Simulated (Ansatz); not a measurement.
Given:

```
LiNbO3
1.0
    5.05764     0.00000     0.00000
    2.52882     4.38005     0.00000
    2.52882    -1.46002     4.65057
Li Nb O
2 2 6
Cartesian
  5.05764   0.00000   3.93884
  5.05764   2.92003   1.61355
  5.05764   2.92003   4.62257
  2.52882   1.46002   2.29728
  6.03627   1.32920   0.86867
  3.41720   0.18292   0.86867
  3.19063   2.86792   0.86867
  6.60783   2.78922   3.19395
  4.16926   1.64294   3.19395
  6.92466  -0.05211   3.19395
```

No spin polarisation.

All numbers come from plane-wave PAW DFT at the PBEsol level (Ansatz, a quantum-chemistry and plane-wave program, 420 eV), without spin-orbit coupling. Settings: 8×8×8 k-points, 0.05 eV Fermi–Dirac smearing.

Task: Predict the pressure (mean of the normal stresses, compression positive).

Result: 2.31 GPa.

Task: Predict the space group.

Result: R3c (No. 161).

The cells carry an imposed strain or load. Whether these cells are dynamically stable was not tested. The cell was made from LiNbO3 (space group R3c, No. 161) by this change: biaxial strain −1.50 %, plane normal [001], relaxed out of plane.
